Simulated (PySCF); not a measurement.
PySCF 2.14.0, HF/def2-svpd, df: [Cd]=[Te], 2 atoms. The geometry is a generated start, not checked to be a minimum at this level.

```json
{
 "task": "energy",
 "method": "hf",
 "basis": "def2-svpd",
 "two_electron_scheme": "density fitting",
 "mol.max_memory": "3000 MB",
 "mf.max_cycle": "100",
 "mf.conv_tol": "1e-09 (default)",
 "effective_core_potentials": "those of the basis set, past Kr",
 "basis_functions": "69"
}
```

```xyz
2

Cd     0.0316    -0.0171    -1.2520
Te    -0.0316     0.0171     1.2520
```

Charge 0 and multiplicity 1 are set for this test and not shown to be the ground state.

With the defaults (mf.diis = true, mf.DIIS = CDIIS, mf.diis_space = 8, newton = off, mf.init_guess = minao, mf.level_shift = 0, mf.damp = 0, mf.diis_start_cycle = 1) it converges in 14 Fock builds. One run each on 2 threads, 1 BLAS thread, with these changes:
- newton = Hessian by the SCF's own integrals
- mf.DIIS = EDIIS
- mf.diis = false, mf.damp = 0.7, mf.diis_start_cycle = 999
- mf.diis_space = 20
- mf.diis_space = 12
- mf.DIIS = ADIIS
- mf.init_guess = atom
- mf.diis = false
- mf.level_shift = 1 Hartree

Q: Name the settings that don't reach the solution of the defaults.

A: No convergence: mf.diis = false (the run ends without SCF convergence in 100 cycles). The rest reach the solution of the defaults.

```
setting                                                    Fock builds             end
---------------------------------------------------------  -----------  --------------
mf.init_guess = atom                                                13   same solution
the defaults                                                        14   same solution
mf.diis_space = 12                                                  14   same solution
mf.diis_space = 20                                                  14   same solution
mf.DIIS = ADIIS                                                     25   same solution
mf.level_shift = 1 Hartree                                          38   same solution
newton = Hessian by the SCF's own integrals                         48   same solution
mf.diis = false, mf.damp = 0.7, mf.diis_start_cycle = 999           63   same solution
mf.DIIS = EDIIS                                                     65   same solution
mf.diis = false                                                    101  no convergence
```

Under newton the count holds the products with the orbital Hessian.
